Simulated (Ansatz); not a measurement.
Consider KI in the rock salt structure (space group Fm-3m, No. 225; a = 7.006 Å). Axes: x, y, z lie along the cube axes.

All numbers come from DFT with PBEsol, PAW potentials and a 420 eV plane-wave cutoff in Ansatz (an electronic-structure program), without spin-orbit coupling.

Base values:

* **Pressure**: 0.01 GPa
* **Valley order**: Γ 3.87 eV; X along ⟨100⟩ 4.79 eV

Now apply this change: the cell is stretched by 1.50 % along z with no lateral relaxation, atoms relaxed at fixed cell.

**Question.** How does this affect the pressure?

**Answer.** The pressure (mean of the normal stresses, compression positive) falls by 0.17 GPa to -0.16 GPa.

**Question.** What happens to the valley order?

**Answer.** The valley order (the lowest conduction-band minima on the path, energy above the VBM, named in the base's zone) goes from Γ 3.87 eV; X along ⟨100⟩ 4.79 eV to Γ 3.84 eV; X along [100] 4.81 eV; X along [001] 4.82 eV.

**Question.** Estimate the effect on the energy relative to the base.

**Answer.** The energy goes up by 0.8 meV/atom.

Spin-orbit coupling, missing from the scalar runs, can matter with I. The levels and masses belong to the bands next to the band gap. The cells carry an imposed strain or load. Whether these cells are dynamically stable was not tested.
